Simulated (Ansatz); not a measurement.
## Ti: biaxial strain −1.50 %, plane normal [001], relaxed out of plane

Take Ti in the hcp (Mg type) structure (space group P6_3/mmc, No. 194; a = 2.902 Å, c = 4.593 Å; relaxed with 0.1 eV smearing) as the base. Axes: x lies along a and z along c of the hexagonal cell.

Perturbation: compressive biaxial strain of 1.50 % in the plane normal to [001], as in epitaxy on a mismatched substrate; the out-of-plane cell vector and the atoms relax.

Computed with Ansatz (a program for electronic structure) PBEsol, no spin-orbit coupling. k-mesh 23×23×13 (Γ-centred); smearing 0.1 eV (Fermi–Dirac).

```tsv
quantity	base	changed	shift
space group	P6_3/mmc (No. 194)	P6_3/mmc (No. 194)	–
shortest interatomic distance	2.843 Å	2.852 Å	+0.0095 Å
pressure (mean of the normal stresses, compression positive)	0.0 GPa	2.1 GPa	+2.1 GPa
band gap	zero	zero	–
out-of-plane strain	–	+1.30 %	–
mean in-plane stress (compression positive)	–	+3.1 GPa	–
```

No phonon test of stability was made. All final runs are without spin polarisation.
